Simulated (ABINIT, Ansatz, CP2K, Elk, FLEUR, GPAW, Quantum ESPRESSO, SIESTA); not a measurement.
Code comparison for AlN (F-43m, 2 atoms in the cell)

Self-consistent single point.

```xyz
2
Lattice="0.0000 2.1746 2.1746 2.1746 0.0000 2.1746 2.1746 2.1746 0.0000" Properties=species:S:1:pos:R:3 pbc="T T T"
Al     0.0000     0.0000     0.0000
N      3.2619     3.2619     3.2619
```

All programs got the same cell, k-point mesh and kind of occupations (some realise fixed ones as a very narrow smearing) (in Ansatz's words: kpoints.mp_grid.grid = 9 9 9; scf.occupations.method = fixed); potentials, basis and cutoffs are each program's usual ones.

```tsv
code	model	pressure (GPa)	gap on the mesh (eV)	k-points	cutoff
ABINIT	PBE, norm-conserving pseudopotentials (PseudoDojo nc-sr-05 PBE standard)	7.28	3.518	35	1143 eV
Ansatz	PBE, default PAW files	7.16	3.519	35	420 eV
Elk	PBE, all-electron FP-LAPW, Elk's shipped species files, default APW+lo basis	–	3.477	55	rgkmax 7
SIESTA	GGA PBE, numerical atomic orbitals DZP, PseudoDojo PBE standard norm-conserving potentials (rewritten from UPF to PSML)	9.43	3.500	365	grid 350 Ry
CP2K	PBE, GPW, DZVP-MOLOPT-SR-GTH basis, GTH-PBE potentials (GTH_POTENTIALS)	6.98	3.522	365	grid 400 Ry
FLEUR	PBE, all-electron FLAPW (FLEUR), scalar-relativistic valence	–	3.523	55	Kmax 4.5 1/bohr
Quantum ESPRESSO	PBE, SSSP 1.1.2 efficiency (PBE) pseudopotentials	7.99	3.512	35	45 Ry
GPAW	PBE, GPAW PAW datasets PBE (gpaw-data 1.0.1)	–	3.501	35	950 eV
```

A dash marks a value that a program does not give, or that is left out as unsure.

Gaps are read on the mesh. Another mesh or the band path gives a smaller gap, so these values are not converged in the mesh.

The spread over the programs that give each value: pressure within 2.45 GPa; gap on the mesh within 0.046 eV.

The starting cell comes from a database of computed structures (which also holds hypothetical and non-ambient phases and stackings), without a prior relaxation at this level. Its lattice was rescaled by a random factor within 2.5 % of one. On Ansatz's run: In the base run, with a pressure of about 8 GPa the cell is away from its equilibrium volume at this level. Another mesh or the band path of this cell gives a smaller gap, so this value is not converged in the mesh.

Q: Why do the programs differ, and what cannot be compared?

A: Differences of this kind can come from the potentials, where these differ, and from what each basis and cutoff leave unconverged. The zero of total energies and Fermi levels follows the potentials and each program's conventions, so they are not compared here. SIESTA and CP2K use small atom-centred bases, whose incompleteness enters pressures, forces and empty levels differently from a plane-wave cutoff. Elk and FLEUR treat all electrons, but the usual bases taken here (sphere radii, linearisation, local orbitals, empty states) were not tested for convergence, so the values are no reference for the others. Ansatz's pressure is given at a fixed set of plane waves, as the other plane-wave codes print theirs; with its correction for the finite basis it is 7.66 GPa (the shift of 0.50 GPa shows how far the cutoff is from converged). The pressure of GPAW is left out: its cutoff lies under the one at which its stress was checked. The programs reduce the same mesh by symmetry to different extents, which changes the work and not the result. In the pressure, SIESTA (by 2.15) lies more than 1 GPa from the median of the plane-wave programs.

Ansatz is a program for electronic structure.

Keys are those of Ansatz 0.2.
